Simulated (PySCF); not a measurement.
PySCF 2.14.0, PBE0/def2-svp, df: Cr(NH)2(NH2)(Me) ([CH3][Cr](=[NH])(=[NH])[NH2]), 12 atoms. The geometry is a generated start, not checked to be a minimum at this level.

```yaml
task: energy
method: pbe0
basis: def2-svp
two_electron_scheme: density fitting
mol.max_memory: 3000 MB
mf.max_cycle: 100
mf.init_guess: minao (default)
mf.DIIS: CDIIS (default)
mf.conv_tol: 1e-09 (default)
mf.grids.level: 3 (default)
basis_functions: 122
grid_points: 145384
```

```xyz
12

Cr    -0.2166    -0.0494    -0.5086
N     -1.5731    -0.9586    -0.4205
H     -2.3227    -1.6331    -0.5538
N      0.9801    -0.4488    -1.5484
H      1.5783    -0.8459    -2.2670
N     -0.4999     1.7401    -0.3598
H     -1.3366     2.1877     0.0147
H      0.1229     2.4789    -0.6874
C      0.6899    -0.5572     1.3181
H      0.9152    -1.6201     1.4200
H      0.0331    -0.2821     2.1513
H      1.6295    -0.0114     1.4414
```

Charge 0 and multiplicity 1 are set for this test and not shown to be the ground state.

One run each on 2 threads, 1 BLAS thread. Values of diis_space tried: 3, 5, 8 (default), 12, 20.

Q: Which value of diis_space needs the fewest Fock builds, and what happens away from it?

A: Fewest Fock builds, within one of each other: 12 with 19, 20 with 18. The count rises to 22 at 5. The run ends without SCF convergence in 100 cycles at 3.

```json
[
 {"diis_space": "3", "Fock builds": "101", "end": "no convergence"},
 {"diis_space": "5", "Fock builds": "22", "end": "same solution"},
 {"diis_space": "8 (default)", "Fock builds": "21", "end": "same solution"},
 {"diis_space": "12", "Fock builds": "19", "end": "same solution"},
 {"diis_space": "20", "Fock builds": "18", "end": "same solution"}
]
```
